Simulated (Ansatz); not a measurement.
Consider MoSi₂ (space group I4/mmm, No. 139; a = 3.202 Å, c = 7.819 Å). Axes: x, y, z lie along a, b, c of the conventional cell.

Method: r2SCAN (Ansatz, a program for electronic structure), scalar-relativistic without spin-orbit coupling.

Strains are applied to the cell and any free atomic positions relax; under biaxial strain the out-of-plane vector relaxes too.

One change was made to it. Results:

| quantity | base | after |
|---|---|---|
| pressure (mean of the normal stresses, compression positive) | 0.0 GPa | -5.6 GPa |
| energy relative to the base (free energy F) | 0 meV/atom | +13 meV/atom |
| shortest interatomic distance | 4.867 bohr | 4.830 bohr |

Q: Which of these changes matches the shifts?
A) biaxial strain +1.43 %, plane normal [001], relaxed out of plane
B) biaxial strain −4.37 %, plane normal [001], relaxed out of plane
C) biaxial strain +1.82 %, plane normal [001], relaxed out of plane
D) uniaxial strain ε_xx = −5.61 %
E) biaxial strain −0.19 %, plane normal [001], relaxed out of plane

A: C, biaxial strain +1.82 %, plane normal [001], relaxed out of plane. For comparison, the energy relative to the base in the other runs: uniaxial strain ε_xx = −5.61 % gives +60 meV/atom; biaxial strain +1.43 %, plane normal [001], relaxed out of plane gives +8.2 meV/atom; biaxial strain −4.37 %, plane normal [001], relaxed out of plane gives +87 meV/atom; biaxial strain −0.19 %, plane normal [001], relaxed out of plane gives +0.2 meV/atom.

The mesh was chosen for an insulator and is coarse for the gapless case. Without a gap, meshes like the base's 14×14×14 leave anisotropic stresses uncertain by several tenths of a GPa, and small strain energies with them. No phonon test of stability was made. All final runs are without spin polarisation.
